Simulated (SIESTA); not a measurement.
SIESTA 5.4.2, DFT, PBE, numerical atomic orbitals DZP, PseudoDojo PBE standard norm-conserving (rewritten from UPF to PSML): AlRu (from the phase in space group 221, mp-542569), 2 atoms. Basis and mesh were picked for this test and aren't claimed converged.

| Item | Result |
|---|---|
| cell | 2.98, 2.98, 2.98 Å; 90, 90, 90° |
| task | scf |
| k mesh | 10×10×10 |
| PAO.BasisSize | DZP |
| PAO.EnergyShift | 0.01 Ry |
| ElectronicTemperature | 1000 K |
| MaxSCFIterations | 200 |
| SCF.Mixer.Method | Pulay |
| SCF.Mixer.Weight | 0.1 |
| SCF.Mixer.History | 6 |
| SCF.DM.Tolerance | 0.0001 |
| Diag.ParallelOverK | true |
| SolutionMethod | diagon (default) |
| Diag.Algorithm | Divide-and-Conquer (default) |
| SCF.Mix | Hamiltonian (default) |
| SCF.H.Tolerance | 0.001 eV (default) |
| SCF.Mixer.Variant | stable (default) |
| k-points (reference run) | 560 |
| basis orbitals (reference run) | 32 |
| electrons (reference run) | 19 |
| real-space mesh (reference run) | 60×60×60 |

```xyz
2
Lattice="2.9825 0.0000 0.0000 0.0000 2.9825 0.0000 0.0000 0.0000 2.9825" Properties=species:S:1:pos:R:3 pbc="T T T"
Al     0.0000     0.0000     0.0000
Ru     1.4912     1.4912     1.4912
```

Yardstick: the run with MeshCutoff = 1000 Ry, which is not proven converged either. Single runs; times are not shown.

Settings tried, all else as in the reference:
- MeshCutoff = 300 Ry
- MeshCutoff = 200 Ry
- MeshCutoff = 100 Ry
- MeshCutoff = 400 Ry
- MeshCutoff = 150 Ry

### Question
Which settings reproduce the reference to 1.0 meV/atom in energy, 0.050 GPa in pressure?

### Answer
Within it: MeshCutoff = 400 Ry. At the edge, too close to call: MeshCutoff = 300 Ry. Outside: MeshCutoff = 150 Ry; MeshCutoff = 200 Ry; MeshCutoff = 100 Ry.

| setting | mesh | energy against the reference | difference in pressure |
|---|---|---|---|
| the reference | 60×60×60 | — | — |
| MeshCutoff = 400 Ry | 36×36×36 | −0.16 meV/atom | 0.034 GPa |
| MeshCutoff = 300 Ry | 32×32×32 | −0.63 meV/atom | 0.060 GPa |
| MeshCutoff = 150 Ry | 24×24×24 | −2.3 meV/atom | 0.061 GPa |
| MeshCutoff = 200 Ry | 30×30×30 | −0.70 meV/atom | 0.22 GPa |
| MeshCutoff = 100 Ry | 18×18×18 | −4.5 meV/atom | 0.26 GPa |

Total energies are compared here; the mesh comes in steps, so neighbouring cutoffs can share one. The tolerance is a choice made for this comparison.
